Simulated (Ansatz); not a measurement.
The starting structures come from a database of crystals and need not be the phases stable at ambient conditions.

 Where the default PAW files enter, the runs use the earlier of Ansatz's two default sets.

**Evanescent states of K₂Se (Fm-3m, anti-fluorite, not sure to be the ambient phase, 3 atoms a cell, 37.6 Å³ an atom) along the normal of (111)**

The numbers are results of PBEsol (plane waves, PAW; Ansatz, a first-principles code), not measurements.

No gap correction and no spin-orbit coupling; mid-gap values are interpolated between computed energies.

Energies count from the valence-band top; κ is the least over a 6×6 mesh across the current.

```json
[
 {"E (eV)": "0.06", "κ (1/Å)": "0.144", "where": "off Γ"},
 {"E (eV)": "0.17", "κ (1/Å)": "0.196", "where": "Γ"},
 {"E (eV)": "0.28", "κ (1/Å)": "0.215", "where": "Γ"},
 {"E (eV)": "0.39", "κ (1/Å)": "0.228", "where": "Γ"},
 {"E (eV)": "0.49", "κ (1/Å)": "0.237", "where": "Γ"},
 {"E (eV)": "0.60", "κ (1/Å)": "0.242", "where": "Γ"},
 {"E (eV)": "0.71", "κ (1/Å)": "0.244", "where": "Γ"},
 {"E (eV)": "0.82", "κ (1/Å)": "0.243", "where": "Γ"},
 {"E (eV)": "0.94", "κ (1/Å)": "0.241", "where": "Γ"},
 {"E (eV)": "1.04", "κ (1/Å)": "0.236", "where": "Γ"},
 {"E (eV)": "1.16", "κ (1/Å)": "0.229", "where": "Γ"},
 {"E (eV)": "1.26", "κ (1/Å)": "0.221", "where": "Γ"},
 {"E (eV)": "1.38", "κ (1/Å)": "0.210", "where": "Γ"},
 {"E (eV)": "1.49", "κ (1/Å)": "0.197", "where": "Γ"},
 {"E (eV)": "1.59", "κ (1/Å)": "0.181", "where": "Γ"},
 {"E (eV)": "1.71", "κ (1/Å)": "0.161", "where": "Γ"},
 {"E (eV)": "1.81", "κ (1/Å)": "0.137", "where": "Γ"},
 {"E (eV)": "1.93", "κ (1/Å)": "0.104", "where": "Γ"},
 {"E (eV)": "2.04", "κ (1/Å)": "0.046", "where": "Γ"}
]
```

Q: How thick must the barrier be to attenuate the transmission by 10^8 when the electrodes' Fermi level lies at 0.28 eV, and what attenuation does that film give at 2.04 eV?

A: d = 8 ln 10 / (2 × 0.215) = 42.8 Å. At 2.04 eV it gives 8 × 0.046/0.215 = 1.7 decades.
